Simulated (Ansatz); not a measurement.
Base system: Ga$_{2}$O$_{3}$ in the corundum structure (space group R-3c, No. 167).

```
Ga2O3
1.0
    2.47497     1.42892     4.43525
   -2.47497     1.42892     4.43525
    0.00000    -2.85785     4.43525
Ga O
4 6
Direct
  0.64424   0.64424   0.64424
  0.14424   0.14424   0.14424
  0.35576   0.35576   0.35576
  0.85576   0.85576   0.85576
  0.75000   0.44721   0.05279
  0.05279   0.75000   0.44721
  0.25000   0.55279   0.94721
  0.55279   0.94721   0.25000
  0.94721   0.25000   0.55279
  0.44721   0.05279   0.75000
```

Cartesian axes are those of the cell as printed.

The values are results of Kohn–Sham DFT with the LDA functional, run in Ansatz (a quantum-chemistry and plane-wave program) with PAW and 420 eV plane waves, no spin-orbit coupling, not measurements.

Strains are applied to the cell and any free atomic positions relax.

One change was made to it. Results:

The band gap grows by 0.13 eV, from 3.04 eV to 3.17 eV; the energy goes up by 2.5 meV/atom; the pressure (mean of the normal stresses, compression positive) goes from zero to 3.42 GPa.

Q: Which of these changes matches the shifts?
(A) uniaxial strain ε_zz = −0.75 %
(B) uniaxial strain ε_zz = −1.50 %
(C) uniaxial strain ε_zz = −2.25 %

A: B, uniaxial strain ε_zz = −1.50 %. For comparison, the band gap in the other runs: uniaxial strain ε_zz = −0.75 % gives 3.11 eV; uniaxial strain ε_zz = −2.25 % gives 3.23 eV.

No phonon test of stability was made.
